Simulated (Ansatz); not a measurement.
# One-dimensional CS2 body, 3 atoms a period

These are PBE (plane waves to 420 eV, PAW; Ansatz, a quantum-chemistry and plane-wave program) values and carry that method's errors. Mesh 1×1×108. No spin polarisation. Periodic along z alone, with about 11 Å of vacuum beside it. A hypothetical model. Symmetry and one short period hold its shape; lower forms weren't sought. Pairing along the axis, which can open a gap, is among the distortions not tried. Buckling under compression is shut out by symmetry and the short period.

| Quantity | Result |
|---|---|
| period along the axis (3 atoms) | 2.797 Å |
| largest distance between nuclei across the axis | 2.72 Å |
| PBE gap | none (under 0.01 eV) |
| crossings of the Fermi level between Γ and the zone edge (49 points) | 2, each for both spins (ideal conductance 2 × 2e²/h) |
| axial stiffness dF/dε | 52 nN |

```xyz
3
Lattice="14.0000 0.0000 0.0000 0.0000 12.0000 0.0000 0.0000 0.0000 2.7969" Properties=species:S:1:pos:R:3 pbc="T T T"
C      7.3308     5.9599     2.3335
S      5.6921     5.6194     2.3335
S      8.3536     6.1726     0.9351
```
